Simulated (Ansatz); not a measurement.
Worked example: self-consistent single point of a (110) slab of KHgF3 (cut from a parent of space group no. 65; 10 atoms in the cell) in Ansatz (a program for electronic structure).

Method of the run: LDA (PW92), default PAW files made with PBE (plane waves; Ansatz).

The change in words: vacuum of 10 angstrom (first run: 14 Å). Reference geometry:
```xyz
10
Lattice="4.5108 0.0000 0.0000 0.0000 4.5190 0.0000 0.0000 0.0000 20.7785" Properties=species:S:1:pos:R:3 pbc="T T T"
F      0.0000     0.4632     7.0000
F      0.0000     2.7270     9.2595
F      2.2554     2.7227     7.0000
F      0.0000     0.4719    11.5190
F      0.0000     2.7357    13.7785
F      2.2554     2.7314    11.5190
Hg     0.0000     2.7227     7.0000
Hg     0.0000     2.7314    11.5190
K      2.2554     0.4675     9.2595
K      2.2554     0.4762    13.7785
```

Reference input (self-consistent single point, DFT, LDA (PW92), plane waves, default PAW files made with PBE): basis.ecutwfc = 420 eV; kpoints.mp_grid.grid = 5 5 1; hamiltonian.xc = lda; hamiltonian.pseudopotentials = {kind: paw} (the program's default PAW files); scf.occupations.method = fermi_dirac; scf.occupations.width = 0.05 eV. This run's input differs from it in these lines:

Ansatz 0.2 input:
```diff
@@ -4,14 +4,14 @@
     - [0.000000, 4.519001, 0.000000]
-    - [0.000000, 0.000000, 20.778514]
+    - [0.000000, 0.000000, 16.778533]
   atoms:
-    - { symbol: F, position: [0.000000, 0.102505, 0.336886] }
-    - { symbol: F, position: [0.000000, 0.603461, 0.445629] }
-    - { symbol: F, position: [0.500000, 0.602505, 0.336886] }
-    - { symbol: F, position: [0.000000, 0.104418, 0.554371] }
-    - { symbol: F, position: [0.000000, 0.605374, 0.663114] }
-    - { symbol: F, position: [0.500000, 0.604418, 0.554371] }
-    - { symbol: Hg, position: [0.000000, 0.602505, 0.336886] }
-    - { symbol: Hg, position: [0.000000, 0.604418, 0.554371] }
-    - { symbol: K, position: [0.500000, 0.103461, 0.445629] }
-    - { symbol: K, position: [0.500000, 0.105374, 0.663114] }
+    - { symbol: F, position: [0.000000, 0.102505, 0.298000] }
+    - { symbol: F, position: [0.000000, 0.603461, 0.432667] }
+    - { symbol: F, position: [0.500000, 0.602505, 0.298000] }
+    - { symbol: F, position: [0.000000, 0.104418, 0.567333] }
+    - { symbol: F, position: [0.000000, 0.605374, 0.702000] }
+    - { symbol: F, position: [0.500000, 0.604418, 0.567333] }
+    - { symbol: Hg, position: [0.000000, 0.602505, 0.298000] }
+    - { symbol: Hg, position: [0.000000, 0.604418, 0.567333] }
+    - { symbol: K, position: [0.500000, 0.103461, 0.432667] }
+    - { symbol: K, position: [0.500000, 0.105374, 0.702000] }
 basis:
```

Log, with long lists cut:

```
SCF iter   1: F=—  HF=-34801.023797 eV  |F-HF|=—  |Δ(HF+E_count)|=         —  Δρ=1.36e-2  dr2=5.74e-1  ethr=1.77e-3  ⟨swp⟩=7.0  Hψ=2196  notcnv=0  defer=7
all-band conjugate gradients solve this SCF's bands
preconditioner: auto → LDOS
SCF iter   2: F=—  HF=-34801.218577 eV  |F-HF|=—  |Δ(HF+E_count)|=   1.95e-1  Δρ=2.29e-2  dr2=1.17e0  ethr=5.74e-4  ⟨swp⟩=3.0  Hψ=1093  notcnv=0  defer=33
   [... lines left out ...]
SCF iter   7: F=—  HF=-34800.887132 eV  |F-HF|=—  |Δ(HF+E_count)|=   5.30e-5  Δρ=1.12e-4  dr2=2.86e-5  ethr=3.66e-7  ⟨swp⟩=2.0  Hψ=618  notcnv=0  defer=33
SCF iter   8: F=—  HF=-34800.887035 eV  |F-HF|=—  |Δ(HF+E_count)|=   9.63e-5  Δρ=2.38e-5  dr2=1.61e-6  ethr=2.86e-8  ⟨swp⟩=2.1  Hψ=858  notcnv=0  defer=33
SCF iter   9: F=—  HF=-34800.887035 eV  |F-HF|=—  |Δ(HF+E_count)|=   9.74e-9  Δρ=6.54e-6  dr2=3.76e-7  ethr=1.61e-9  ⟨swp⟩=2.0  Hψ=767  notcnv=0  defer=33
SCF iter  10: F=-34800.887035 eV  HF=-34800.887035 eV  |F-HF|=3.79e-8  |Δ(HF+E_count)|=   4.57e-8  Δρ=2.69e-6  dr2=4.45e-8  ethr=1.00e-10  ⟨swp⟩=13.7  Hψ=2449  notcnv=0
SCF 1 converged in 10 iterations: F = -34800.887035 eV  dr2 = 4.45e-8
Free energy (F): -34800.887035 eV
Internal energy: -34800.883074 eV  (E = F + TS)
E sigma→0 (E₀):  -34800.885055 eV
Entropy (-TS):   -0.003961 eV (-0.396 meV/atom)
Fermi energy:    -0.106292 eV
--- Forces (eV/Å), atoms counted from 1 ---
  atom   1  F      0.00000000     0.00241760     0.16061251
  atom   2  F      0.00000000    -0.00010834    -0.01444954
  atom   3  F      0.00000000    -0.00144766     0.15531813
  atom   4  F      0.00000000     0.00039187     0.00520550
  atom   5  F      0.00000000    -0.00191942     0.00313315
  atom   6  F      0.00000000    -0.00025810     0.00416967
  atom   7  Hg     0.00000000     0.00100272     0.12070957
  atom   8  Hg     0.00000000     0.00065532     0.33521152
  atom   9  K      0.00000000    -0.00027230    -0.02222420
  atom  10  K      0.00000000    -0.00038210    -0.74784001
--- Stress (GPa, compression-positive) ---
       -2.984448       0.000000       0.000000
        0.000000      -3.042655      -0.006093
        0.000000      -0.006093      -1.701933
  P = ⅓ Tr σ = -2.5763 GPa (-25.763 kbar)
  The stress holds the Pulay correction. Without it, at fixed plane waves, as pw.x and ABINIT print it: P = -2.8941 GPa
```

The run converged in 10 iterations. Against the reference run the free energy is nearly the same (within 1 meV/atom), the largest force goes from 0.784 to 0.748 eV/Å and the gap on the mesh goes from 0.310 to 0.262 eV.

The starting cell comes from a database of computed structures (which also holds hypothetical and non-ambient phases and stackings), without a prior relaxation at this level. The slab is cut from that crystal, and its faces are unrelaxed. Its lattice was rescaled by up to half a per cent. Spin-orbit coupling is off. Spin polarisation is off, though cut faces can carry moments; a gap of a slab can lie between surface states. The two faces of this cut differ, and no dipole correction was used.
